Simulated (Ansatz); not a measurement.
Consider ZnSiP₂ in the chalcopyrite structure (space group I-42d, No. 122; a = 5.3533 Å, c = 10.4448 Å). Axes: x, y, z lie along a, b, c of the conventional cell.

It is then changed as follows: tensile biaxial strain of 3.72 % in the plane normal to [001], as in epitaxy on a mismatched substrate; the out-of-plane cell vector and the atoms relax.

Level of theory: plane-wave PAW DFT at the PBEsol level (Ansatz, a first-principles code, 420 eV), no spin-orbit coupling.

Base, band edges from the VBM (valence, conduction): M -1.19, 1.36; G -0.94, 2.25; R -0.94, 2.25; X -0.58, 1.92; Γ 0.00, 1.16; S₀ -0.64, 1.53; S -0.64, 1.53; N -0.84, 2.68; P -0.94, 2.64 eV.

Q: Give the band edges at the high-symmetry points of the new zone, measured from its valence-band maximum.

A: 
| point | valence edge (eV) | conduction edge (eV) |
|---|---|---|
| Γ | 0.00 | 0.79 |
| X | -0.68 | 1.57 |
| P | -1.22 | 2.25 |
| N | -0.93 | 2.48 |
| M | -1.38 | 1.39 |
| S | -0.62 | 1.52 |
| S₀ | -0.62 | 1.52 |
| R | -1.00 | 1.94 |
| G | -1.00 | 1.94 |

The gap is 0.79 eV, direct at Γ.

Whether these cells are dynamically stable was not tested.
